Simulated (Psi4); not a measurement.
Psi4 1.11, DLPNO-CCSD(T)/cc-pvdz, freeze_core True: C[SiH2][Si@@H](N)O, 14 atoms. The geometry is a generated start, not checked to be a minimum at this level.

```
Quantity                                          Value
-----------------------  ------------------------------
task                                             energy
method                                    dlpno-ccsd(t)
basis                                           cc-pvdz
freeze_core                                        true
scf_type                                   df (default)
guess                    auto, which took SAD (default)
diis_max_vecs                              10 (default)
scf_initial_accelerator                 adiis (default)
e_convergence                           1e-08 (default)
d_convergence                           1e-08 (default)
basis functions                                     123
```

On 4 threads. Build: conda-forge: OpenMP (LLVM), MKL, Libint2. Single runs; times are not shown.

Values of memory tried: 8 GB, 4 GB, 2 GB, 1 GB, 0.5 GB, 0.3 GB.

Task: Which of these memory settings still run, and by which path?

Result: It runs down to 0.3 GB, the lowest tried, with the same result. At 8 GB: SCF: fitted integrals in core. From 0.5 GB down: SCF: fitted integrals in core, low-memory PNO overlaps.

```tsv
memory	path	peak memory
8 GB	SCF: fitted integrals in core	0.76 GiB
4 GB	SCF: fitted integrals in core	0.75 GiB
2 GB	SCF: fitted integrals in core	0.77 GiB
1 GB	SCF: fitted integrals in core	0.75 GiB
0.5 GB	SCF: fitted integrals in core, low-memory PNO overlaps	0.60 GiB
0.3 GB	SCF: fitted integrals in core, low-memory PNO overlaps	0.58 GiB
```

Peak memory is the kernel's count for the largest process, libraries included and scratch files not. The peak passes the setting at 0.5 GB, 0.3 GB: it is no hard cap.
